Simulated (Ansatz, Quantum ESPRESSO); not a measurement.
ZnCoF₆ (P1, 8 atoms in the cell) computed with different codes at matched settings

Self-consistent single point, at a second geometry (atoms moved at random). First geometry:

```yaml
crystal:
  lattice:
    - [2.39376, 1.38204, 4.24566]
    - [-2.39376, 1.38204, 4.24566]
    - [0.00000, -2.76408, 4.24566]
  atoms:
    - { symbol: Zn, position: [0.50000, 0.50000, 0.50000] }
    - { symbol: Co, position: [0.00000, 0.00000, 0.00000], spin: 3.0 }
    - { symbol: F, position: [0.37206, 0.77048, 0.09479] }
    - { symbol: F, position: [0.62794, 0.22952, 0.90521] }
    - { symbol: F, position: [0.09479, 0.37206, 0.77048] }
    - { symbol: F, position: [0.90521, 0.62794, 0.22952] }
    - { symbol: F, position: [0.77048, 0.09479, 0.37206] }
    - { symbol: F, position: [0.22952, 0.90521, 0.62794] }
```
(The spins are starting values, not results.)

Second geometry:
```yaml
crystal:
  lattice:
    - [2.39376, 1.38204, 4.24566]
    - [-2.39376, 1.38204, 4.24566]
    - [0.00000, -2.76408, 4.24566]
  atoms:
    - { symbol: Zn, position: [0.49294, 0.51287, 0.49607] }
    - { symbol: Co, position: [0.99882, 0.00397, 0.99730], spin: 3.0 }
    - { symbol: F, position: [0.37605, 0.76695, 0.08860] }
    - { symbol: F, position: [0.63226, 0.22703, 0.90327] }
    - { symbol: F, position: [0.09057, 0.36157, 0.78930] }
    - { symbol: F, position: [0.90697, 0.62106, 0.22219] }
    - { symbol: F, position: [0.77801, 0.10782, 0.36630] }
    - { symbol: F, position: [0.22439, 0.89872, 0.63699] }
```
(The spins are starting values, not results.)

Shared settings, as Ansatz (a quantum-chemistry and plane-wave program) writes them: kpoints.mp_grid.grid = 4 4 4; scf.occupations.method = fermi_dirac; scf.occupations.width = 0.05 eV. Potentials and cutoffs stand in the table.

| code | model | ΔF from the first geometry (meV/atom) | pressure (GPa) | largest force (eV/Å) | size of the net moment (μB/atom) | cutoff |
|---|---|---|---|---|---|---|
| Quantum ESPRESSO | PBEsol, PSlibrary PAW (PBE) pseudopotentials | 19.3 | 9.85 | 2.125 | 0.12 | 55 Ry |
| Ansatz | PBEsol, PAW files made with PBE | 18.5 | 9.63 | 2.003 | 0.12 | default |

Size of the force on each atom (eV/Å): Sizes of forces hide their directions.

```tsv
code	Zn1	Co2	F3	F4	F5	F6	F7	F8
Quantum ESPRESSO	0.366	2.100	0.393	1.085	2.125	0.387	0.693	1.167
Ansatz	0.363	2.003	0.303	0.964	1.953	0.430	0.656	1.069
```

On Ansatz's run: the moments shrank to a small part of their start, a low-spin state that need not be the lowest.

The spread over the programs that give each value: ΔF from the first geometry within 0.8 meV/atom; pressure within 0.22 GPa; largest force within 0.122 eV/Å; size of the net moment within 0.00 μB/atom.

Ansatz's pressure is given at a fixed set of plane waves, as the other plane-wave codes print theirs; with its correction for the finite basis it is 10.24 GPa (the shift of 0.61 GPa shows how far the cutoff is from converged).

The starting cell comes from a database of computed structures (which also holds hypothetical and non-ambient phases and stackings), without a prior relaxation at this level. Its lattice was rescaled by a random factor within 2.5 % of one. For this run, on top of that: atoms moved at random.

Keys are those of Ansatz 0.2.
